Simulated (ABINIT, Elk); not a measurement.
An Elk input for a self-consistent single point of AlN (F-43m, 2 atoms in the cell) (DFT, PBE, all-electron FP-LAPW, Elk's shipped species files, default APW+lo basis):

```
tasks
  0

xctype
  20

rgkmax
  7.0

rmtscf
  0.84

stype
  3

swidth
  0.00183747

scale
  5.745682435

avec
    0.0000000000    0.7071067812    0.7071067812
    0.7071067812    0.0000000000    0.7071067812
    0.7071067812    0.7071067812    0.0000000000

sppath
  './'

atoms
  2   : nspecies
  'Al.in'   : spfname
  1   : natoms; atposl, bfcmt below
  0.0000000000  0.0000000000  0.0000000000    0.0 0.0 0.0
  'N.in'   : spfname
  1   : natoms; atposl, bfcmt below
  0.7500000000  0.7500000000  0.7500000000    0.0 0.0 0.0

ngridk
  9 9 9
```

**Question.** Write the same calculation as an input for ABINIT.

**Answer.** One input that does it (others would too):

```
# AlN, JTH v2.0 PBE PAW
pp_dirpath "./"
pseudos "Al.GGA_PBE-JTH.xml, N.GGA_PBE-JTH.xml"
acell 5.7456824352 5.7456824352 5.7456824352
rprim
        -0.0000000000    0.7071067812    0.7071067812
         0.7071067812   -0.0000000000    0.7071067812
         0.7071067812    0.7071067812   -0.0000000000
natom 2
ntypat 2
znucl 13 7
typat 1 2
xred
         0.0000000000    0.0000000000    0.0000000000
         0.7500000000    0.7500000000    0.7500000000
ecut 26
pawecutdg 52
pawxcdev 0
ixc 11
occopt 3
tsmear 0.00183747
nband 9
kptopt 1
ngkpt 9 9 9
nshiftk 1
shiftk 0 0 0
nstep 50
tolvrs 1.0e-10
prtwf 0
prtden 0
```

Basis, cutoffs, solver keys and any potentials are the target program's own. This input uses DFT, PBE, plane waves, PAW (JTH v2.0 PBE PAW). Both were run: gap on the mesh 3.504 eV in Elk and 3.513 in ABINIT.

On ABINIT: the starting cell comes from a database of computed structures (which also holds hypothetical and non-ambient phases and stackings), without a prior relaxation at this level. Its lattice was rescaled by a random factor within 2.5 % of one. For this run, on top of that: lattice scaled by 0.98. With a pressure of about 16 GPa the cell is away from its equilibrium volume at this level.

On Elk: the starting cell comes from a database of computed structures (which also holds hypothetical and non-ambient phases and stackings), without a prior relaxation at this level. Its lattice was rescaled by a random factor within 2.5 % of one. For this run, on top of that: lattice scaled by 0.98. Values depend on the basis (sphere radii, cutoffs, local orbitals), which need not be converged.
